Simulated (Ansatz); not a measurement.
fcc Au (1 1 1) on alpha quartz (0 0 1) (film strained to the substrate, started from cuts of the bulks and a machine-learned relaxation; slabs Si9O16 and Au12, which can lie off the formulas)

A periodic stack without vacuum, fcc Au (1 1 1) on alpha quartz (0 0 1) (film strained to the substrate, started from cuts of the bulks and a machine-learned relaxation; slabs Si9O16 and Au12, which can lie off the formulas): substrate slab Si9O16, film Au12, surface cells [[1, 0], [0, 1]] and [[1, 1], [-2, 1]], film strained by -1.4 and -1.4 %, outermost planes Si/Si and Au/Au as cut, which need not be the usual terminations and can put a slab off its formula.

The start was prepared with a machine-learned potential, and the result is one local minimum, with the in-plane cell held and forces under 0.04 eV/Å; the film can end far from its bulk form.

All values below come from PBE (plane waves to 420 eV, PAW; Ansatz, a quantum-chemistry and plane-wave program). Spin–orbit coupling is left out; the runs are not spin-polarised; PBE gaps are too small against experiment. Its k-point mesh 7×7×1, Fermi–Dirac width 0.05 eV.

| Item | Result |
|---|---|
| interface area | 21.8 Å² |
| period | 26.41 Å |
| heights between the nearest atoms of the two slabs at the two interfaces | 1.80 and 1.81 Å |
| Au–Si contacts across the interfaces within 1.22 times the sum of covalent radii | 4, mean 2.39 Å |
| hole barrier (PBE) | 3.35 eV |
| electron barrier (PBE) | 2.34 eV |

```yaml
crystal:
  lattice:
    - [5.02032, 0.00018, -0.09019]
    - [-2.50994, 4.34828, 0.06603]
    - [-1.94414, 1.21543, 26.45294]
  atoms:
    - { symbol: Si, position: [0.02994, 0.56152, 0.03706] }
    - { symbol: Si, position: [0.59877, 0.54927, 0.18039] }
    - { symbol: Si, position: [0.53962, 0.05545, 0.11085] }
    - { symbol: O, position: [0.65822, 0.87537, 0.15279] }
    - { symbol: O, position: [0.80194, 0.25033, 0.07029] }
    - { symbol: O, position: [0.46765, 0.28627, 0.13880] }
    - { symbol: O, position: [0.22743, 0.80746, 0.08098] }
    - { symbol: Si, position: [0.09939, 0.48463, 0.25011] }
    - { symbol: Si, position: [0.67031, 0.48768, 0.38927] }
    - { symbol: Si, position: [0.59850, 0.98528, 0.31967] }
    - { symbol: O, position: [0.34905, 0.43396, 0.22370] }
    - { symbol: O, position: [0.72268, 0.81226, 0.36209] }
    - { symbol: O, position: [0.85242, 0.15891, 0.27688] }
    - { symbol: O, position: [0.92610, 0.60330, 0.20678] }
    - { symbol: O, position: [0.54417, 0.23063, 0.34682] }
    - { symbol: O, position: [0.27120, 0.73974, 0.29289] }
    - { symbol: Si, position: [0.17213, 0.42329, 0.45898] }
    - { symbol: Si, position: [0.73355, 0.41246, 0.60214] }
    - { symbol: Si, position: [0.67448, 0.91686, 0.52842] }
    - { symbol: O, position: [0.42095, 0.37043, 0.43268] }
    - { symbol: O, position: [0.78249, 0.72339, 0.56905] }
    - { symbol: O, position: [0.93129, 0.09617, 0.48623] }
    - { symbol: O, position: [0.99661, 0.53946, 0.41567] }
    - { symbol: O, position: [0.64044, 0.16628, 0.55814] }
    - { symbol: O, position: [0.34381, 0.68496, 0.50082] }
    - { symbol: Au, position: [0.41738, 0.18841, 0.67303] }
    - { symbol: Au, position: [0.11280, 0.53157, 0.67025] }
    - { symbol: Au, position: [0.76734, 0.85977, 0.68544] }
    - { symbol: Au, position: [0.79921, 0.17072, 0.77433] }
    - { symbol: Au, position: [0.45275, 0.49444, 0.77221] }
    - { symbol: Au, position: [0.14275, 0.83982, 0.77122] }
    - { symbol: Au, position: [0.15694, 0.14652, 0.86893] }
    - { symbol: Au, position: [0.83592, 0.48917, 0.86287] }
    - { symbol: Au, position: [0.49611, 0.80368, 0.86723] }
    - { symbol: Au, position: [0.54636, 0.12795, 0.95328] }
    - { symbol: Au, position: [0.22395, 0.44628, 0.96860] }
    - { symbol: Au, position: [0.86961, 0.78993, 0.96671] }
```
